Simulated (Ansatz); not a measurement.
We consider AlN (Fm-3m, No. 225, 2 atoms in the cell; start mp-1330; high-pressure phase), described by HSE06 (plane waves, PAW; Ansatz, a first-principles code).

Numerical settings: plane-wave cutoff 520 eV, 12×12×12 k mesh, finite displacements, scalar-relativistic PAW data made under PBE.

Computed at the level's own relaxed cell.

Harmonic phonon frequencies (cm⁻¹; i marks an imaginary mode; at Γ without the LO shift):

| q point | frequencies |
|---|---|
| Γ | … |
| X | … |
| L | 310 310 462 462 697 781 |

Q: Some entries are withheld; supply them.

A: 
- Γ, frequencies: 0 0 0 473 473 473
- X, frequencies: 338 338 477 586 586 745

No imaginary mode appears at these points.

Note: the relaxation could not lower the start's symmetry, so the cell can be a saddle point above a distorted one.

A start named mp-… is a Materials Project structure, which need not be a measured phase.
